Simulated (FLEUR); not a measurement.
A self-consistent single point of LiNiS2 (P2/c, 8 atoms in the cell) with FLEUR.

Method of the run: PBEsol, all-electron FLAPW (FLEUR), scalar-relativistic valence.

The change in words: lattice scaled by 0.98. Reference geometry:
```yaml
crystal:
  lattice:
    - [5.77262, 0.00000, 0.00000]
    - [0.00000, 3.43378, 0.00000]
    - [-0.00829, 0.00000, 5.94827]
  atoms:
    - { symbol: Li, position: [0.50000, 0.25785, 0.75000] }
    - { symbol: Li, position: [0.50000, 0.74215, 0.25000] }
    - { symbol: Ni, position: [0.00000, 0.74624, 0.25000] }
    - { symbol: Ni, position: [0.00000, 0.25376, 0.75000] }
    - { symbol: S, position: [0.21131, 0.24667, 0.41869] }
    - { symbol: S, position: [0.78869, 0.75333, 0.58131] }
    - { symbol: S, position: [0.78869, 0.24667, 0.08131] }
    - { symbol: S, position: [0.21131, 0.75333, 0.91869] }
```

Reference input (self-consistent single point, DFT, PBEsol, all-electron FLAPW (FLEUR), scalar-relativistic valence): Kmax = 4.1 1/bohr; GmaxXC = 16.4 1/bohr; xcFunctional = PBEs; jspins = 1; l_soc = F; mode = gauss; fermiSmearingEnergy = 0.00499791 Htr; mesh (inpgen div1-3) = 4 7 4; inpgen gamma flag = true; Gmax = 16.4 1/bohr; numbands = 0; maxIterBroyd = 15. This run's input differs from it in these lines:

```diff
@@ -3,5 +3,5 @@
 &input film=f /
-5.7726210000 0.0000000000 0.0000000000
-0.0000000000 3.4337810000 0.0000000000
--0.0082850000 0.0000000000 5.9482660000
+5.6571690000 0.0000000000 -0.0000000000
+0.0000000000 3.3651050000 0.0000000000
+-0.0081190000 0.0000000000 5.8293010000
 1.8897261246
@@ -50,5 +50,5 @@
          <bravaisMatrix>
-            <row-1>   10.9086727111145763     0.0000000000000000     0.0000000000000000</row-1>
-            <row-2>    0.0000000000000000     6.4889056618551129     0.0000000000000000</row-2>
-            <row-3>   -0.0156563809423110     0.0000000000000000    11.2405936562699438</row-3>
+            <row-1>   10.6905000505772563     0.0000000000000000     0.0000000000000000</row-1>
+            <row-2>    0.0000000000000000     6.3591268305220821     0.0000000000000000</row-2>
+            <row-3>   -0.0153426864056274     0.0000000000000000    11.0157823878569037</row-3>
          </bravaisMatrix>
```

Log, with long lists cut:

```
 Iteration:     1   Distance:      15.01038361 me/bohr^3
 Iteration:     2   Distance:      13.38272643 me/bohr^3
 Iteration:     3   Distance:      12.88500755 me/bohr^3
 Iteration:     4   Distance:       4.42553132 me/bohr^3
 Iteration:     5   Distance:       3.88607200 me/bohr^3
   [... 10 lines left out ...]
 Iteration:    16   Distance:       0.00011243 me/bohr^3
 Iteration:    17   Distance:       0.00009208 me/bohr^3
 Iteration:    18   Distance:       0.00003266 me/bohr^3
 Iteration:    19   Distance:       0.00000691 me/bohr^3
 Reset of history
 Run finished successfully
 Stop message:
   Structural relaxation: new displacements generated

[file out, last iteration]
             iter=     20
[...]
          total density-effective poten   -7.3425918005E+03
          total charge density-energy d   -2.2832388329E+02
 Updated energy parameters for spin:           1
[...]
 fermi energy and band-weighting factors:

[...]
FERMIE:
          first approx. to ef    (T=0)  :   0.272811 htr   (energy of the highest occ. eigenvalue)
          number of occ. states  (T=0)  :       1157
          first approx. to seigv (T=0)  : -21.328779 htr
          sum of weights of occ. states :  29.017857
          sum of semicore charge        :   0.000000 e
          fermi energy=   0.27257 har   work function=  -7.41694 ev
          number of valence electrons=  58.00000
   [... lines left out ...]
          total moment                 =     0.00000
 Direct bandgap for spin            1 :    2.3668940669625549E-003  Htr
 ---->    free energy=                     -4648.4996773211 htr
   [... lines left out ...]
 TOTAL FORCE FOR ATOM TYPE=  1  X=  5.349   Y=  1.640   Z= -2.754
                       FX_TOT= 0.000000 FY_TOT=-0.000476 FZ_TOT= 0.000000
 TOTAL FORCE FOR ATOM TYPE=  2  X= -0.004   Y= -1.614   Z=  2.754
                       FX_TOT= 0.000000 FY_TOT= 0.000367 FZ_TOT= 0.000000
 TOTAL FORCE FOR ATOM TYPE=  3  X=  2.253   Y=  1.569   Z=  4.612
                       FX_TOT= 0.001191 FY_TOT= 0.000456 FZ_TOT=-0.001651
```

The run converged in 19 iterations. FLEUR gives forces in its relaxation mode, with a further iteration, so its stop message speaks of a relaxation. Against the reference run the total energy drops by 8.3 meV/atom and the largest force goes from 0.350 to 0.107 eV/Å.

The starting cell comes from a database of computed structures (which also holds hypothetical and non-ambient phases and stackings), without a prior relaxation at this level. Its lattice was rescaled by a random factor within 2.5 % of one. For this run, on top of that: lattice scaled by 0.98. Spin polarisation is off, so a magnetic state, if there is one, cannot be reached. Values depend on the basis (sphere radii, cutoffs, local orbitals), which need not be converged. The log's line on a gap gives a spacing of levels on this mesh, which the program prints for metals too.

Cost on one core of a shared machine: roughly 8 min.
